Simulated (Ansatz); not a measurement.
Checking a run of Ansatz (an electronic-structure program) on HgTe (P4/nmm, 4 atoms in the cell). The aim is a self-consistent single point with DFT, PBE, plane waves, default PAW files.

Cell that was meant: a = 4.8890 Å, b = 4.8890 Å, c = 6.1605 Å, α = 90.00°, β = 90.00°, γ = 90.00°.

Part of the input:

Ansatz 0.2 input:
```yaml
    - [0.000000, 4.888975, 0.000000]
    - [0.000000, 0.000000, 6.160515]
  atoms:
    - { symbol: Hg, position: [2.444488, 0.000000, 1.458810] }
    - { symbol: Hg, position: [0.000000, 2.444488, 4.701705] }
    - { symbol: Te, position: [0.000000, 0.000000, 0.000000] }
    - { symbol: Te, position: [2.444488, 2.444488, 0.000000] }
basis:
  ecutwfc: 30.9 Ry
kpoints:
```

Output (repeated stretches shortened):

```
WARN ansatz: RAYON_NUM_THREADS=1 ignored (pool sized by the plan → 1); use --threads N
Pseudopotentials: kind: paw
   [... lines left out ...]
Symmetry: 2 space group operations
Space group: Cm (ITA 8), of the structure as read, at distance tolerance 5.3e-5 Å
k-points: 33 of 100 (time reversal used)
Initial density: superposition of atomic densities (neutral atoms: chi_scale 0, normalization atom), corrected by the library's trained network
Initial wavefunctions: pseudopotential atomic-orbital guess
Eigensolver: davidson
Functional: x = pbe(κ = 0.804, μ = 0.2195149727645171), c = pbe(β = 0.06672455060314922)
SCF iter   1: F=—  HF=-41585.366060 eV  |F-HF|=—  |Δ(HF+E_count)|=         —  Δρ=2.47e-3  dr2=2.59e-2  ethr=1.77e-3  ⟨swp⟩=7.7  Hψ=5953  notcnv=0  defer=20
all-band conjugate gradients solve this SCF's bands
preconditioner: auto → LDOS
SCF iter   2: F=—  HF=-41585.366450 eV  |F-HF|=—  |Δ(HF+E_count)|=   3.90e-4  S|Δr|=    0.00e0  Δρ=1.84e-3  dr2=8.39e-3  ethr=3.59e-5  ⟨swp⟩=2.7  Hψ=2976  notcnv=0  defer=26
   [... lines left out ...]
SCF iter   6: F=—  HF=-41585.364252 eV  |F-HF|=—  |Δ(HF+E_count)|=   1.45e-6  S|Δr|=    0.00e0  Δρ=2.02e-5  dr2=1.08e-6  ethr=1.39e-8  ⟨swp⟩=2.8  Hψ=2461  notcnv=0  defer=26
SCF iter   7: F=—  HF=-41585.364252 eV  |F-HF|=—  |Δ(HF+E_count)|=   7.04e-8  S|Δr|=    0.00e0  Δρ=6.35e-6  dr2=1.38e-7  ethr=1.50e-9  ⟨swp⟩=2.0  Hψ=1972  notcnv=0  defer=26
SCF iter   8: F=-41585.364252 eV  HF=-41585.364252 eV  |F-HF|=1.43e-8  |Δ(HF+E_count)|=   7.62e-9  S|Δr|=    0.00e0  Δρ=3.32e-6  dr2=2.34e-8  ethr=1.39e-10  ⟨swp⟩=11.0  Hψ=6061  notcnv=0
SCF 1 converged in 8 iterations: F = -41585.364252 eV  dr2 = 2.34e-8
Stability not checked (fill_not_monotonic)
Free energy (F): -41585.364252 eV
Internal energy: -41585.359758 eV  (E = F + TS)
E sigma→0 (E₀):  -41585.362754 eV
Entropy (-TS):   -0.004494 eV (-1.123 meV/atom)
Fermi energy:    7.394283 eV
--- Forces (eV/Å), atoms counted from 1 ---
  atom   1  Hg     0.01468471    -0.01468471    -0.05653138
  atom   2  Hg    -0.54088521     0.54088521    -0.75327097
  atom   3  Te    -0.16960885    -0.69582648     0.40490641
  atom   4  Te     0.69582648     0.16960885     0.40490641
--- Stress (GPa, compression-positive) ---
       -0.895123      -0.000098       1.136756
       -0.000098      -0.895123      -1.136756
        1.136756      -1.136756       1.348207
  P = ⅓ Tr σ = -0.1473 GPa (-1.473 kbar)
  The stress holds the Pulay correction. Without it, at fixed plane waves, as pw.x and ABINIT print it: P = -0.1766 GPa
```

**Question.** Can these results be used? Check the input.

**Answer.** The run is not sound. The fault is fractional and Cartesian coordinates mixed up. Numbers meant as fractions of the cell vectors were read as lengths, or the reverse, so the atoms sit in the wrong places. To fix it, make label and numbers agree, by changing either. The run converged in 8 iterations without an error; against the sound input the free energy drops by 223 meV/atom, the pressure goes from 7.18 to -0.15 GPa and the largest force goes from 1.662 to 1.074 eV/Å.

An input that runs soundly differs in these lines (not the only fix; some lines may just follow from the change or write a value another way):
```diff
-    - { symbol: Hg, position: [2.444488, 0.000000, 1.458810] }
-    - { symbol: Hg, position: [0.000000, 2.444488, 4.701705] }
-    - { symbol: Te, position: [0.000000, 0.000000, 0.000000] }
-    - { symbol: Te, position: [2.444488, 2.444488, 0.000000] }
+    - { symbol: Hg, position_ang: [2.444488, 0.000000, 1.458810] }
+    - { symbol: Hg, position_ang: [0.000000, 2.444488, 4.701705] }
+    - { symbol: Te, position_ang: [0.000000, 0.000000, 0.000000] }
+    - { symbol: Te, position_ang: [2.444488, 2.444488, 0.000000] }
```

With that input, the run converged in 7 iterations: free energy E − TS (on the zero of these files) -41584.4725 eV; Fermi level (on the code's own zero) 7.85 eV; pressure 7.18 GPa; largest force (vector length) 1.662 eV/Å (DFT, PBE, plane waves, default PAW files).

On the sound input: the starting cell was generated: these elements placed on a structure prototype, without a prior relaxation; it need not be a known phase or ordering of this composition. Its lattice was rescaled by a random factor within 2.5 % of one. Spin-orbit coupling is off. With a pressure of about 7 GPa the cell is away from its equilibrium volume at this level. Forces in this geometry exceed 1 eV/Å. Ansatz's pressure includes its estimate of the finite-basis (Pulay) stress. The run gives no clean gap (levels at the Fermi energy touch, overlap or are partly filled at this smearing), which alone does not show that the compound is a metal.
